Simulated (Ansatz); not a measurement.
Effect of biaxial strain −2.50 %, plane normal [111], relaxed out of plane on Mg2Sn

Base system: Mg2Sn (space group Fm-3m, No. 225; a = 6.664 Å; relaxed with 0.1 eV smearing). Axes: x, y, z lie along the cube axes.

Modification: compressive biaxial strain of 2.50 % in the plane normal to [111], as in epitaxy on a mismatched substrate; the out-of-plane cell vector and the atoms relax.

The values are results of LDA in Ansatz (plane waves to 420 eV, PAW, without spin-orbit coupling), not measurements. Settings: 15×15×15 k-points, 0.1 eV Fermi–Dirac smearing.

```json
[
 {"quantity": "volume per atom", "base": "24.66 Å³", "changed": "23.77 Å³", "shift": "-0.89 Å³"},
 {"quantity": "space group", "base": "Fm-3m (No. 225)", "changed": "R-3m (No. 166)", "shift": "–"},
 {"quantity": "shortest interatomic distance", "base": "2.886 Å", "changed": "2.836 Å", "shift": "-0.050 Å"},
 {"quantity": "energy relative to the base (free energy F)", "base": "0 meV/atom", "changed": "+11 meV/atom", "shift": "+11 meV/atom"},
 {"quantity": "pressure (mean of the normal stresses, compression positive)", "base": "0.0 GPa", "changed": "1.9 GPa", "shift": "+1.9 GPa"},
 {"quantity": "band gap", "base": "zero", "changed": "zero", "shift": "–"},
 {"quantity": "out-of-plane strain", "base": "–", "changed": "+1.39 %", "shift": "–"},
 {"quantity": "ratio −ε⊥/ε∥", "base": "–", "changed": "0.55", "shift": "–"},
 {"quantity": "mean in-plane stress (compression positive)", "base": "–", "changed": "+2.9 GPa", "shift": "–"}
]
```

Cost of the whole job for the changed cell (relaxation, final SCF and bands): roughly 100 core-seconds.

No phonon test of stability was made.

Ansatz is a quantum-chemistry and plane-wave program.
